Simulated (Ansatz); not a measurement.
We consider CaO (P6₃/mmc, No. 194, 4 atoms in the cell; start mp-545512; a measured phase of this formula has another space group), described by LDA (plane waves, PAW; Ansatz, an electronic-structure program).

Settings: plane-wave cutoff 520 eV, 12×12×8 k mesh (along the axes of the cell as run), Fermi–Dirac smearing 0.01 eV, scalar-relativistic PAW data made under PBE.

Cell (relaxed at this level):

```cif
data_Ca2O2
_chemical_formula_sum 'Ca2 O2'
_space_group_name_H-M_alt 'P 1'
_space_group_IT_number 1
_cell_length_a 3.90884
_cell_length_b 3.90884
_cell_length_c 4.68336
_cell_angle_alpha 90.000
_cell_angle_beta 90.000
_cell_angle_gamma 120.000
loop_
_space_group_symop_operation_xyz
  'x, y, z'
loop_
_atom_site_label
_atom_site_type_symbol
_atom_site_fract_x
_atom_site_fract_y
_atom_site_fract_z
_atom_site_occupancy
Ca1 Ca 0.33333 0.66667 0.75000 1
Ca2 Ca 0.66667 0.33333 0.25000 1
O1 O 0.33333 0.66667 0.25000 1
O2 O 0.66667 0.33333 0.75000 1
```

Question: Predict the band gap.

Answer: 
* **band gap**: 3.22 eV (direct)

The computed numbers hold no vibrational or temperature effects.

Cost on a shared machine: roughly 15 core-seconds.

A start named mp-… is a Materials Project structure, which need not be a measured phase.
